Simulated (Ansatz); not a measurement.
Take Ce in the fcc (Cu type) structure (space group Fm-3m, No. 225; a = 4.664 Å) as the base.

Structures relaxed with plane-wave PAW DFT at the r2SCAN level (Ansatz, a quantum-chemistry and plane-wave program, 500 eV), no spin-orbit coupling, earlier PAW set.

Base:

Simulated powder pattern, Co Kα, λ = 1.79026 Å (kinematic, ideal powder, no thermal factors, no anomalous dispersion; the 10 strongest lines at most, above 2 %, up to 2θ = 90°):

```json
[
 {"2θ (°)": "38.83", "I/Imax (%)": "100", "hkl": "(111)"},
 {"2θ (°)": "45.14", "I/Imax (%)": "49", "hkl": "(200)"},
 {"2θ (°)": "65.75", "I/Imax (%)": "33", "hkl": "(220)"},
 {"2θ (°)": "79.06", "I/Imax (%)": "40", "hkl": "(311)"},
 {"2θ (°)": "83.33", "I/Imax (%)": "12", "hkl": "(222)"}
]
```

The change: cell and atoms relaxed at a pressure of 7.5 GPa.

**Question.** How do the reflections move or split?

**Answer.** 
Simulated powder pattern, Co Kα, λ = 1.79026 Å (kinematic, ideal powder, no thermal factors, no anomalous dispersion; the 10 strongest lines at most, above 2 %, up to 2θ = 90°):

```
2θ (°)  I/Imax (%)    hkl
------  ----------  -----
40.59          100  (111)
47.22           49  (200)
69.00           32  (220)
83.23           40  (311)
87.84           12  (222)
```

The indices refer to the base's conventional cell; one index is shown for lines that coincide.

The 4f electrons are in the valence with no U and their state was not checked, so volumes and moments can be off. Load acts through the strain it causes; cell and atoms are relaxed under it. Stability against distortions was not tested. Competing high-pressure phases were not computed. Starting moments died away, wholly or in part, for the base; another magnetic solution may exist. All final runs are without spin polarisation.
